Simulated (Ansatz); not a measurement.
The parent structure is Na in the bcc (W type) structure (space group Im-3m, No. 229; a = 4.173 Å; relaxed with 0.1 eV smearing). Axes: x, y, z lie along the cube axes.

The values are results of PBEsol (Ansatz, a program for electronic structure, PAW, no SOC), not measurements.

Base values:

```
Quantity           Result
---------------  --------
Volume per atom  36.35 Å³
```

Modification: compressive biaxial strain of 1.00 % in the plane normal to [001], as in epitaxy on a mismatched substrate; the out-of-plane cell vector and the atoms relax.

**Question.** What happens to the volume per atom?

**Answer.** The volume per atom falls by 0.11 Å³, from 36.35 Å³ to 36.24 Å³.

**Question.** Predict the new energy relative to the base.

**Answer.** The energy stays essentially unchanged.

Stability against distortions was not tested.
